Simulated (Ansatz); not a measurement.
The starting structures come from a database of crystals and need not be the phases stable at ambient conditions.

Tunnelling through a barrier is set by its complex band structure: the current falls as exp(−2κd) with the smallest κ.

```
Cs2S
1.0
    5.38962     0.00000     0.00000
    0.00000     8.67889     0.00000
    0.00000     0.00000    10.50526
Cs S
8 4
Direct
  0.25000   0.47579   0.32888
  0.75000   0.52421   0.67112
  0.75000   0.02421   0.82888
  0.25000   0.97579   0.17112
  0.25000   0.35515   0.92591
  0.75000   0.64485   0.07409
  0.75000   0.14485   0.42591
  0.25000   0.85515   0.57409
  0.25000   0.25470   0.61089
  0.75000   0.74530   0.38911
  0.75000   0.24530   0.11089
  0.25000   0.75470   0.88911
```

Space group of this cell: Pnma. The cell is taken as given; by PBEsol its mean pressure is -1.0 GPa.

Transport runs along the normal of the first two printed cell vectors.

No gap correction and no spin-orbit coupling; mid-gap values are interpolated between computed energies.

Question: State the band gap and the smallest decay constant κ at mid-gap according to PBEsol in Ansatz (an electronic-structure program).

Answer: Gap 2.06 eV on a 6×4×4 mesh; κ = 0.242 1/Å, at the zone centre.
